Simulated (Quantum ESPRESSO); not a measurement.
Quantum ESPRESSO 7.5, DFT, PBE, plane waves, SSSP 1.1.2 efficiency PBE: CsCl-type NiAl, atoms displaced (Ni4Al4), 8 atoms. Basis and mesh were picked for this test and aren't claimed converged.

- cell = 2.89, 2.89, 11.55 Å; 90, 90, 90°
- distance to the nearest atom = 2.46 to 2.48 Å
- task = scf
- k mesh = 5×5×2
- ecutwfc = 45 Ry
- ecutrho = 360 Ry
- occupations = smearing
- smearing = mv
- degauss = 0.02 Ry
- conv_thr = 8e-09 Ry
- tprnfor = true
- tstress = false
- k-point pools (-nk) = 8
- diagonalization = david (default)
- k-points computed = 26
- bands = 50
- electrons = 84
- G-vectors of the density = 74991
- FFT grid = 36×36×135

One run each.

All on 8 ranks. Base settings, kept where nothing else is said: mixing_mode = plain (default), mixing_beta = 0.7 (default), mixing_ndim = 8 (default). The settings tried:
- mixing_ndim = 2
- mixing_mode = TF
- mixing_beta = 0.1
- mixing_mode = TF, mixing_beta = 0.2
- mixing_mode = TF, mixing_beta = 0.1
- the base settings
- mixing_beta = 0.4
- mixing_ndim = 16
- mixing_mode = TF, mixing_beta = 1
- mixing_ndim = 4
- mixing_beta = 0.2
- mixing_mode = local-TF, mixing_beta = 0.4
- mixing_mode = local-TF, mixing_beta = 0.2
- mixing_mode = local-TF, mixing_beta = 0.1
- mixing_mode = local-TF
- mixing_mode = TF, mixing_beta = 0.4
- mixing_beta = 1

### Question
Name the extremes by SCF iterations: fewest, most, and any that don't converge.

### Answer
Fewest SCF iterations, with those close behind: mixing_mode = local-TF, mixing_beta = 0.4 (16); mixing_mode = local-TF (16); mixing_mode = TF, mixing_beta = 0.4 (18). Most among those that reach the base run's result: mixing_ndim = 4 (67). No count from: mixing_ndim = 2 (unfinished when stopped at the time that we allowed, after 95 SCF iterations). All the others converged.

```csv
setting,SCF iterations,end
"mixing_mode = local-TF, mixing_beta = 0.4",16,converged
mixing_mode = local-TF,16,converged
"mixing_mode = TF, mixing_beta = 0.4",18,converged
"mixing_mode = TF, mixing_beta = 1",21,converged
mixing_beta = 0.2,23,converged
"mixing_mode = TF, mixing_beta = 0.2",24,converged
mixing_beta = 0.4,25,converged
the base settings,26,converged
mixing_mode = TF,26,converged
mixing_ndim = 16,27,converged
"mixing_mode = local-TF, mixing_beta = 0.2",29,converged
mixing_beta = 0.1,31,converged
mixing_beta = 1,31,converged
"mixing_mode = TF, mixing_beta = 0.1",40,converged
"mixing_mode = local-TF, mixing_beta = 0.1",40,converged
mixing_ndim = 4,67,converged
```
